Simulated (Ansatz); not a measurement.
We consider B20 (FeSi-type) CoSi, described by LDA (PAW; Ansatz, a quantum-chemistry and plane-wave program).

Numerical settings: plane-wave cutoff 500 eV, 10×10×10 k mesh, Fermi–Dirac smearing 0.05 eV, no spin polarisation, scalar-relativistic PAW data made under PBE.

Computed at the level's own relaxed cell.

Give the computed volume per atom and lattice parameter a.


- volume per atom = 10.29 Å³/atom
- lattice parameter a = 4.350 Å

Measured, for comparison: equilibrium volume per atom 10.97 Å³/atom, lattice constant a 4.444 Å (temperature not stated, no zero-point or thermal correction; as tabulated in Wikipedia's data pages). Computed (rounded) less measured: equilibrium volume per atom -6.2 %, lattice constant a -2.1 %.

The computed numbers hold no vibrational or temperature effects.

Computing time: roughly 4 core-minutes.
